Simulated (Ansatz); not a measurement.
Here is the system:

End structure of a constructed model of the (0001) surface of hcp Ti, (√3x√3)R30° layer of Sn, one a cell, on the site that continues the host's stacking (bottom of the slab: a bare face, its two planes held):

```yaml
crystal:
  lattice:
    - [4.40796, 2.54493, 0.00000]
    - [-4.40796, 2.54493, 0.00000]
    - [0.00000, 0.00000, 30.50000]
  atoms:
    - { symbol: Ti, position: [0.33333, 0.00000, 0.26663] }
    - { symbol: Ti, position: [0.66667, 0.66667, 0.26663] }
    - { symbol: Ti, position: [0.00000, 0.33333, 0.26663] }
    - { symbol: Ti, position: [0.33333, 0.33333, 0.34289] }
    - { symbol: Ti, position: [0.66667, 0.00000, 0.34289] }
    - { symbol: Ti, position: [0.00000, 0.66667, 0.34289] }
    - { symbol: Ti, position: [0.33333, 0.00000, 0.42043] }
    - { symbol: Ti, position: [0.66667, 0.66667, 0.41998] }
    - { symbol: Ti, position: [0.00000, 0.33333, 0.41998] }
    - { symbol: Ti, position: [0.33333, 0.33943, 0.49608] }
    - { symbol: Ti, position: [0.67277, 0.00000, 0.49608] }
    - { symbol: Ti, position: [0.99390, 0.66057, 0.49608] }
    - { symbol: Ti, position: [0.33333, 0.00000, 0.57156] }
    - { symbol: Ti, position: [0.66667, 0.66667, 0.57469] }
    - { symbol: Ti, position: [0.00000, 0.33333, 0.57469] }
    - { symbol: Ti, position: [0.33333, 0.32236, 0.64678] }
    - { symbol: Ti, position: [0.65570, 0.00000, 0.64678] }
    - { symbol: Ti, position: [0.01097, 0.67764, 0.64678] }
    - { symbol: Sn, position: [0.33333, 0.00000, 0.72341] }
```

Set-up: 19 atoms, 14.2 Å thick at the start; mesh 9x9x1; 0.1 eV smearing; dipole correction on; 6 atoms held, the rest relaxed; start symmetry kept, larger cells not searched; no spin, no spin-orbit, no U. It is one candidate, not shown to be the stable structure of the face.

Q: Estimate the work function of the top face that Ansatz (a first-principles code) with PBE returns for this input.

A: 4.74 eV
